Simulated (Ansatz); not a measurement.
The parent structure is TiAl (space group P4/mmm, No. 123; a = 2.8129 Å, c = 4.0587 Å).

The values are results of r2SCAN (Ansatz, a program for electronic structure, PAW, without spin-orbit coupling), earlier PAW set, not measurements.

For the base:

- Lattice parameter a = 2.813 Å

The change: a hydrostatic pressure of 4.5 GPa.

Estimate the effect on the lattice parameter a.

The lattice parameter a falls by 0.032 Å to 2.781 Å.

Load acts through the strain it causes; cell and atoms are relaxed under it. Stability against distortions was not tested. All final runs are without spin polarisation.
